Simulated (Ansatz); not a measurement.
## ZrTeSe (P4/nmm): band-structure transport figures

```
ZrSeTe
1.0
    4.28972     0.00000     0.00000
    0.00000     4.28972     0.00000
    0.00000     0.00000     7.58790
Zr Te Se
2 2 2
Direct
  0.50000   0.00000   0.27138
  0.00000   0.50000   0.72862
  0.50000   0.50000   0.00000
  0.00000   0.00000   0.00000
  0.50000   0.00000   0.62955
  0.00000   0.50000   0.37045
```

These are PBEsol, rigid bands (plane waves, PAW, scalar-relativistic; Ansatz, a first-principles code) values and carry that method's errors. Geometry: cell and atoms relaxed with PBEsol.

```
Item                                                                 Value
------------------------------------  ------------------------------------
density of states at the Fermi level     4.20 states/(eV·cell), both spins
bare Sommerfeld coefficient                      1.65 mJ/(mol of atoms·K²)
Drude plasma energy                          4.4 (x), 4.4 (y), 1.59 (z) eV
root-mean-square Fermi velocity                                  4.1e5 m/s
resistivity times τ                   26 (x), 26 (y), 194 (z) ×10⁻²² Ω·m·s
```

A metal at this level (no band gap); rigid bands, thermally averaged at 300 K, both spins. Spin-orbit coupling is left out. τ is one relaxation time for all states.

Computed structure with no diffraction record at hand here (it may be known, metastable or hypothetical): ZrTeSe (P4/nmm).
